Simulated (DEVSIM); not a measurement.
**Schottky contact on n-type Si**

Device: Schottky contact on n-type Si, at 300 K.

```
layer (left to right)  material  thickness (μm)  Nd (cm⁻³)  τn (s)  τp (s)
---------------------  --------  --------------  ---------  ------  ------
1                            Si            6.10     6.5e16  1.1e-6  1.1e-6
2                            Si            29.0     6.9e17  1.1e-6  1.1e-6
```

Left contact: Schottky, work function 4.63 eV, emission velocity 4.8e6 cm/s. Right contact: ohmic. Voltage is applied to the left contact. Recombination: SRH at mid-gap, radiative, Auger. Gap narrowing is on: ΔEg = 6.92 meV × (l + √(l² + 0.5)), l = ln(N/1.3e17 cm⁻³), shared equally by both band edges. Mobility is μmin + (μ − μmin)/(1 + (N/Nref)^α).

This is a model device: material constants are rounded textbook-type values typed into the input, and sizes, dopings and lifetimes were drawn at random. Values at 300 K.

```tsv
parameter	Si
gap (eV)	1.124
affinity (eV)	4.05
permittivity	11.7
Nc (cm⁻³)	2.86e19
Nv (cm⁻³)	3.1e19
μn (cm²/Vs)	1417
μp (cm²/Vs)	470
μn,min	52
μp,min	45
Nref,n	9.7e16
Nref,p	2.2e17
αn	0.68
αp	0.72
B (cm³/s)	4.7e-15
Cn (cm⁶/s)	2.8e-31
Cp (cm⁶/s)	9.9e-32
```

Simulated with DEVSIM: 1D drift-diffusion, Boltzmann statistics, complete ionisation; no tunnelling, impact ionisation, image-force lowering or self-heating. Metal contacts follow the ideal Schottky-Mott rule: no Fermi-level pinning, no interface dipoles.

```json
{
 "potential_step_across_the_device_at_zero_bias": "0.472 V",
 "Dark forward voltage at 1 A/cm²": "0.144 V",
 "Dark forward voltage at 100 A/cm²": "0.281 V"
}
```

Dark reverse current:

```tsv
V (V)	J (A/cm²)
-0.10	-0.0038
-0.25	-0.0039
-0.50	-0.0040
-0.75	-0.0040
-1.00	-0.0040
-1.50	-0.0040
-2.00	-0.0040
-2.50	-0.0040
```

Dark forward current:

```tsv
V (V)	J (A/cm²)
0.05	0.023
0.10	0.18
0.15	1.2
0.20	8.2
0.25	45
0.30	160
0.35	350
0.40	600
0.45	870
0.50	1200
0.55	1400
0.60	1800
0.65	2100
```
